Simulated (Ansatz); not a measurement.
**Ca3GeO: pressure series**

The reference is Ca$_{3}$GeO (space group Imma, No. 74; a = 6.5999 Å, b = 9.3339 Å, c = 6.6225 Å; a cell from a computed database, its experimental status unchecked).

Cell and atoms are relaxed at each pressure.

The values are results of Kohn–Sham DFT with the PBEsol functional, run in Ansatz (an electronic-structure program) with PAW and 420 eV plane waves, no SOC, not measurements.

```csv
pressure (GPa),volume per atom (Å³/atom)
-2,21.110
-1,20.736
0,20.398
0.7,20.178
1.5,19.939
3,19.524
5,19.037
7.5,?
10,18.039
```

Question: Fit the third-order Birch–Murnaghan form P(V) = (3B₀/2)[(V₀/V)^(7/3) − (V₀/V)^(5/3)]·[1 + (3/4)(B₀′ − 4)((V₀/V)^(2/3) − 1)] (squares taken in P) to the rows shown and predict the withheld row.

Answer: Least squares on the printed values gives V₀ = 20.397 Å³/atom, B₀ = 62.6 GPa, B₀′ = 4.3; this predicts 18.505 Å³/atom, and the run gives 18.505 Å³/atom, in agreement.

A case with no gap was solved on a k-mesh chosen for an insulator, which is coarse for it. Load acts through the strain it causes; cell and atoms are relaxed under it. No phonon test of stability was made. No other phases were tried under pressure. All final runs are without spin polarisation.
